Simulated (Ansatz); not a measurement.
Start from TiN in the rock salt structure (space group Fm-3m, No. 225; a = 4.2045 Å; relaxed with 0.1 eV smearing). Axes: x, y, z lie along the cube axes.

All numbers come from PBEsol in Ansatz (plane waves to 420 eV, PAW, spin-orbit coupling left out).

Base values:

The pressure is 0.0 GPa and the shortest interatomic distance comes out as 2.102 Å.

One thing is altered: biaxial strain +1.22 %, plane normal [111], relaxed out of plane (Cartesian); in-plane vectors clamped, the third vector and the atoms free.

**Question.** What does the calculation give for the pressure, out-of-plane strain, shortest interatomic distance and energy relative to the base after the change?

**Answer.** The pressure (mean of the normal stresses, compression positive) goes from zero to -4.6 GPa; the out-of-plane strain is -0.84 %; the shortest interatomic distance goes up by 0.0113 Å, from 2.102 Å to 2.114 Å; the energy goes up by 4.9 meV/atom.

Stability against distortions was not tested. The base started in Pnma and relaxed to Fm-3m at this level. The final runs are not spin-polarised. An odd electron count without spin: TiN.

Ansatz is a quantum-chemistry and plane-wave program.
